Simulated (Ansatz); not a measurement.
The starting structures come from a database of crystals and need not be the phases stable at ambient conditions.

 Where the default PAW files enter, the runs use the earlier of Ansatz's two default sets.

Evanescent states of KMgF$_{3}$ (Pm-3m, cubic perovskite, not sure to be the ambient phase, 5 atoms a cell, 12.6 Å³ an atom) along the normal of (110)

Level of theory: r2SCAN (plane waves, PAW; Ansatz, an electronic-structure program).

No gap correction and no spin-orbit coupling; mid-gap values are interpolated between computed energies.

Energies count from the valence-band top; κ is the least over a 8×6 mesh across the current.

| E (eV) | κ (1/Å) | where |
|---|---|---|
| 0.18 | 0.267 | off Γ |
| 0.56 | 0.382 | Γ |
| 0.93 | 0.436 | Γ |
| 1.29 | 0.475 | Γ |
| 1.67 | 0.505 | Γ |
| 2.04 | [?] | Γ |
| 2.40 | [?] | Γ |
| 2.77 | [?] | Γ |
| 3.15 | [?] | Γ |
| 3.52 | [?] | Γ |
| 3.88 | [?] | Γ |
| 4.25 | [?] | Γ |
| 4.62 | [?] | Γ |
| 5.00 | [?] | Γ |
| 5.37 | [?] | Γ |
| 5.74 | [?] | Γ |
| 6.11 | 0.475 | Γ |
| 6.47 | 0.445 | Γ |
| 6.84 | 0.408 | Γ |
| 7.21 | 0.361 | Γ |
| 7.58 | 0.302 | Γ |
| 7.96 | 0.217 | Γ |

Q: Complete the blanks.

A: 
- 2.04, κ (1/Å): 0.527
- 2.40, κ (1/Å): 0.543
- 2.77, κ (1/Å): 0.554
- 3.15, κ (1/Å): 0.560
- 3.52, κ (1/Å): 0.563
- 3.88, κ (1/Å): 0.562
- 4.25, κ (1/Å): 0.557
- 4.62, κ (1/Å): 0.548
- 5.00, κ (1/Å): 0.536
- 5.37, κ (1/Å): 0.520
- 5.74, κ (1/Å): 0.500
